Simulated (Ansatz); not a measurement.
**A computed series for Pd: response to strain**

Base system: Pd in the fcc (Cu type) structure (space group Fm-3m, No. 225; relaxed with 0.1 eV smearing).

```
Pd
1.0
    0.00000     1.93885     1.93885
    1.93885     0.00000     1.93885
    1.93885     1.93885     0.00000
Pd
1
Cartesian
  0.00000   0.00000   0.00000
```

Cartesian axes are those of the cell as printed.

Strains are applied to the cell and any free atomic positions relax; under biaxial strain the out-of-plane vector relaxes too.

The values are results of PBEsol in Ansatz (plane waves to 420 eV, PAW, without spin-orbit coupling), not measurements.

| biaxial strain, plane normal [001], relaxed out of plane (%) | out-of-plane strain (%) |
|---|---|
| -3 | 4.36 |
| -2.5 | 3.64 |
| -2 | 2.91 |
| -1.5 | 2.19 |
| -1 | 1.46 |
| -0.5 | ? |
| 0 | 0.00 |

Fit ε⊥ = −νε + γε² (strains in %) to the rows shown and predict the withheld row.

Least squares on the printed values gives ν = 1.46 (the biaxial Poisson response) and γ = -0.003 (largest residual 0.00 %); this predicts 0.73 %, and the run gives 0.73 %, in agreement.

Stability against distortions was not tested. All final runs are without spin polarisation.

Ansatz is an electronic-structure program.
